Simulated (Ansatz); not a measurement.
# GaAs, response to strain

Start from GaAs in the zinc blende structure (space group F-43m, No. 216).

```
GaAs
1.0
    0.00000     2.87279     2.87279
    2.87279     0.00000     2.87279
    2.87279     2.87279     0.00000
Ga As
1 1
Cartesian
  0.00000   0.00000   0.00000
  1.43639   1.43639   1.43639
```

Strains are applied to the cell and any free atomic positions relax.

All numbers come from DFT with PBE, PAW potentials and a 420 eV plane-wave cutoff in Ansatz (an electronic-structure program), no spin-orbit coupling.

Notes on the quantities. energy relative to the base: free energy F.

```
case                      band gap  energy relative to the base  pressure  volume per atom
------------------------  --------  ---------------------------  --------  ---------------
base                       0.16 eV                   0 meV/atom  0.00 GPa         23.71 Å³
isotropic strain −2.50 %   0.73 eV                 +28 meV/atom  5.51 GPa         21.97 Å³
isotropic strain −2.00 %   0.61 eV                 +17 meV/atom  4.24 GPa         22.31 Å³
isotropic strain −1.50 %   0.49 eV                +9.6 meV/atom  3.06 GPa         22.66 Å³
isotropic strain −0.50 %   0.27 eV                +1.0 meV/atom  0.94 GPa         23.36 Å³
isotropic strain +1.00 %      zero                +3.8 meV/atom  -1.7 GPa         24.43 Å³
isotropic strain +1.50 %      zero                +8.5 meV/atom  -2.4 GPa         24.79 Å³
isotropic strain +2.00 %      zero                 +15 meV/atom  -3.1 GPa         25.16 Å³
isotropic strain +2.50 %      zero                 +23 meV/atom  -3.8 GPa         25.53 Å³
isotropic strain +3.00 %      zero                            ?         ?         25.91 Å³
```

What belongs in the blanks?


- isotropic strain +3.00 %, energy relative to the base: +32 meV/atom
- isotropic strain +3.00 %, pressure: -4.3 GPa

The mesh was chosen for an insulator and is coarse for the gapless case. No phonon test of stability was made. All final runs are without spin polarisation. The zero or small gap of GaAs can change with the level of theory.
